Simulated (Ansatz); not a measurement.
Short convergence ladders for VRe (Cmmm, 2 atoms in the cell)

```
CELL_PARAMETERS angstrom
      1.50727    -2.17574     0.00000
      1.50727     2.17574     0.00000
      0.00000     0.00000     4.20942
ATOMIC_POSITIONS crystal
  V  0.50000 0.50000 0.50000
  Re 0.00000 0.00000 0.00000
```

Base method: LDA (PW92), default PAW files made with PBE (plane waves; Ansatz, a program for electronic structure).

Base settings: basis.ecutwfc = 30.9 Ry; kpoints.mp_grid.grid = 13 13 8; hamiltonian.xc = lda; hamiltonian.pseudopotentials = {kind: paw} (the program's default PAW files); scf.occupations.method = fermi_dirac; scf.occupations.width = 0.0073 Ry.

Core times come from one kind of shared machine, to one figure; runs under 30 s give none.

**Zone-centre phonons against the mesh**

In this ladder: phonons.method = dfpt.

Frequencies are those of the unrelaxed cell, without the LO-TO term of polar crystals.

Only quantities that move along the ladder and can be compared are tabulated.

| kpoints.mp_grid.grid | highest zone-centre frequency (cm⁻¹) | core time / last (rough) |
|---|---|---|
| 4 4 2 | 279.7 | – |
| 4 4 3 | 266.7 | – |
| 5 5 3 | 279.4 | – |
| 7 7 4 | 281.9 | – |
| 8 8 5 | 278.8 | – |
| 10 10 6 | 284.3 | – |
| 16 16 9 | 280.2 | 0.2 |
| 19 19 12 | 280.6 | 0.4 |
| 24 24 14 | 281.4 | 1 |

Coarsest kpoints.mp_grid.grid that holds the highest zone-centre frequency within 5 cm⁻¹ of the last step, with all finer ones: 5 5 3; the step before is off by 15 cm⁻¹.

**The q mesh of the phonons**

In this ladder: kpoints.mp_grid.grid = 12 12 12; phonons.method = dfpt.

Only quantities that move along the ladder and can be compared are tabulated.

Thermal sums run over frequencies interpolated from this q mesh.

```tsv
phonons.qmesh	zero-point energy (meV/atom)	vibrational free energy at 300 K (meV/atom)	core time / last (rough)
1 1 1	27.29	-35.81	0.03
2 2 2	36.94	-5.63	0.2
3 3 3	37.22	-4.77	1
```

Coarsest phonons.qmesh that holds the vibrational free energy at 300 K within 2 meV/atom of the last step, with all finer ones: 2 2 2, at about 0.2 of the last step's time; the step before is off by 31 meV/atom.

Coarsest phonons.qmesh that holds the zero-point energy within 1 meV/atom of the last step, with all finer ones: 2 2 2, at about 0.2 of the last step's time; the step before is off by 9.9 meV/atom.

On the base run: the starting cell comes from a database of computed structures (which also holds hypothetical and non-ambient phases and stackings), without a prior relaxation at this level. Its lattice was rescaled by up to half a per cent. Spin polarisation is off. In the base run, with a pressure of about -8 GPa the cell is away from its equilibrium volume at this level.

Keys are those of Ansatz 0.2.
